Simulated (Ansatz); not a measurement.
Input and output of a self-consistent single point for RuPb₃ (I4/mmm, 4 atoms in the cell) (Ansatz, a quantum-chemistry and plane-wave program)

Level of theory: PBE (plane waves, PAW; Ansatz).

Input:

Ansatz 0.2 input:
```yaml
crystal:
  lattice:
    - [-2.362880, 2.362880, 5.263183]
    - [2.362880, -2.362880, 5.263183]
    - [2.362880, 2.362880, -5.263183]
  atoms:
    - { symbol: Pb, position: [0.500000, 0.500000, 0.000000] }
    - { symbol: Pb, position: [0.750000, 0.250000, 0.500000] }
    - { symbol: Pb, position: [0.250000, 0.750000, 0.500000] }
    - { symbol: Ru, position: [0.000000, 0.000000, 0.000000] }
basis:
  ecutwfc: 420.0 eV
kpoints:
  mp_grid:
    grid: [8, 8, 8]
    shift: [0.5, 0.5, 0.5]
hamiltonian:
  xc: pbe
  pseudopotentials:
    kind: paw
scf:
  occupations:
    method: cold
    width: 0.2 eV
output:
  forces: true
  eigenvalues: true
  stress: true
```

Output (repeated stretches shortened):

```
WARN ansatz: RAYON_NUM_THREADS=1 ignored (pool sized by the plan → 1); use --threads N
Pseudopotentials: kind: paw
Pseudopotential: Pb, paw, valence charge 14
Pseudopotential: Ru, paw, valence charge 16
Crystal: 4 atoms, lattice volume = 117.542 Å³
Basis set: ecut = 420 eV, 2289 PW (Γ), exchange–correlation on 90×90×90 points (8 copies of the dense FFT grid, shifted against one another)
Bands: 35, of which v1, the nominal top of the filled ones, is band 29 counted from 1 (28 counted from 0)
Symmetry: 16 space group operations
Space group: I4/mmm (ITA 139), of the structure as read, at distance tolerance 4.9e-5 Å
k-points: 56 of 512
Initial density: superposition of atomic densities (neutral atoms: chi_scale 0, normalization atom), corrected by the library's trained network
Initial wavefunctions: pseudopotential atomic-orbital guess
Eigensolver: davidson
Functional: x = pbe(κ = 0.804, μ = 0.2195149727645171), c = pbe(β = 0.06672455060314922)
SCF iter   1: F=—  HF=-41594.925140 eV  |F-HF|=—  |Δ(HF+E_count)|=         —  Δρ=4.61e-3  dr2=1.77e-2  ethr=1.77e-3  ⟨swp⟩=7.2  Hψ=8095  notcnv=0
all-band conjugate gradients solve this SCF's bands
preconditioner: auto → Kerker (q_TF=auto, 2.425 Å⁻¹)
SCF iter   2: F=—  HF=-41594.924752 eV  |F-HF|=—  |Δ(HF+E_count)|=   3.88e-4  S|Δr|=    0.00e0  Δρ=1.95e-3  dr2=3.32e-3  ethr=3.06e-5  ⟨swp⟩=2.2  Hψ=3300  notcnv=0
SCF iter   3: F=—  HF=-41594.924443 eV  |F-HF|=—  |Δ(HF+E_count)|=   3.09e-4  S|Δr|=    0.00e0  Δρ=6.58e-4  dr2=7.19e-4  ethr=5.72e-6  ⟨swp⟩=1.7  Hψ=2204  notcnv=0
SCF iter   4: F=—  HF=-41594.924360 eV  |F-HF|=—  |Δ(HF+E_count)|=   8.30e-5  S|Δr|=    0.00e0  Δρ=2.18e-4  dr2=5.70e-5  ethr=1.24e-6  ⟨swp⟩=1.8  Hψ=2153  notcnv=0
SCF iter   5: F=—  HF=-41594.924351 eV  |F-HF|=—  |Δ(HF+E_count)|=   9.29e-6  S|Δr|=    0.00e0  Δρ=6.27e-5  dr2=4.36e-6  ethr=9.84e-8  ⟨swp⟩=2.4  Hψ=3186  notcnv=0
SCF iter   6: F=—  HF=-41594.924351 eV  |F-HF|=—  |Δ(HF+E_count)|=   1.98e-7  S|Δr|=    0.00e0  Δρ=1.48e-5  dr2=2.78e-7  ethr=7.52e-9  ⟨swp⟩=2.1  Hψ=2681  notcnv=0
SCF iter   7: F=-41594.924351 eV  HF=-41594.924351 eV  |F-HF|=2.58e-9  |Δ(HF+E_count)|=   6.12e-8  S|Δr|=    0.00e0  Δρ=3.77e-6  dr2=1.89e-8  ethr=1.72e-10  ⟨swp⟩=7.3  Hψ=9057  notcnv=0
SCF 1 converged in 7 iterations: F = -41594.924351 eV  dr2 = 1.89e-8
SCF converged after 7 iterations
Stability not checked (fill_not_monotonic)
Free energy (F): -41594.924351 eV
Harris-Foulkes:  -41594.924351 eV  (|F-HF|=2.58e-9)
Internal energy: -41594.965798 eV  (E = F + TS)
E sigma→0 (E₀):  -41594.938167 eV
Entropy (-TS):   0.041447 eV (10.362 meV/atom)
Fermi energy:    10.458408 eV
--- Per-component energies (eV) ---
  E_band       = -354.004201
  E_kinetic    = 1375.756050
  E_local      = -5062.708712  (includes V_loc(G=0)·N_el)
  E_nonlocal   = 1397.755006
  E_hartree    = 1897.207751
  E_xc         = -846.502910
  E_vxc        = -628.064169  (∫ρ·V_xc dr)
  E_paw        = -34680.919640  (= ΣΔE_a)
  E_vpaw       = -1231.162186  (= ΣTr[D̂ρ^β])
  E_aug_tail   = -0.000023  (compensation charges beyond the density's cutoff)
  E_ewald      = -5675.553320
  E_smearing   = 0.041447  (= −TS)
  E_closure    = 0.000000  (closes the sum)
  Σ components = -41594.924351   (vs F -41594.924351, Δ=0.00e0)
--- Forces (eV/Å), atoms counted from 1 ---
  atom   1  Pb    -0.00000000     0.00000000    -0.00000000
   [... zero for the other atoms too ...]
  max |Σ_I F_I| component: 2.78e-17 eV/Å
--- Stress (GPa, compression-positive) ---
       -6.583762      -0.000000       0.000000
       -0.000000      -6.583762       0.000000
        0.000000       0.000000      -7.843086
  P = ⅓ Tr σ = -7.0035 GPa (-70.035 kbar)
  The stress holds the Pulay correction. Without it, at fixed plane waves, as pw.x and ABINIT print it: P = -7.0274 GPa
--- Band table (eV; the first three rows and the last of 56) ---
  k-point 0: bands = ["-60.9515", "-31.0233", "-30.9597", "-30.9597", "-6.5841", "-6.4473", "-6.4086", "-6.3740", "-6.3693", "-6.3423", "-6.3205", "-6.2803", "-6.2367", "-6.2060", "-6.1999", "-6.1777", "-6.1750", "-6.1610", "-6.0794", "-0.1535", [...]
  k-point 1: bands = ["-60.9515", "-31.0233", "-30.9599", "-30.9598", "-6.5244", "-6.4203", "-6.3913", "-6.3566", "-6.3459", "-6.3236", "-6.3008", "-6.2918", "-6.2602", "-6.2446", "-6.2236", "-6.2002", "-6.1938", "-6.1761", "-6.1062", "0.4448", [...]
  k-point 2: bands = ["-60.9515", "-31.0232", "-30.9600", "-30.9600", "-6.4904", "-6.4241", "-6.4228", "-6.3867", "-6.3503", "-6.3442", "-6.2868", "-6.2756", "-6.2734", "-6.2443", "-6.2052", "-6.2032", "-6.1925", "-6.1495", "-6.1086", "1.3649", [...]
  k-point 55: bands = ["-60.9515", "-31.0233", "-30.9597", "-30.9596", "-6.5954", "-6.4997", "-6.4672", "-6.4641", "-6.3876", "-6.3022", "-6.2734", "-6.2336", "-6.2205", "-6.2051", "-6.1992", "-6.1638", "-6.1637", "-6.1089", "-6.0662", "0.5202", [...]
```

The run converged in 7 iterations.

The starting cell was generated: these elements placed on a structure prototype, without a prior relaxation; it need not be a known phase or ordering of this composition. Spin-orbit coupling is off. Spin polarisation is off. With a pressure of about -7 GPa the cell is away from its equilibrium volume at this level. Ansatz's pressure includes its estimate of the finite-basis (Pulay) stress.
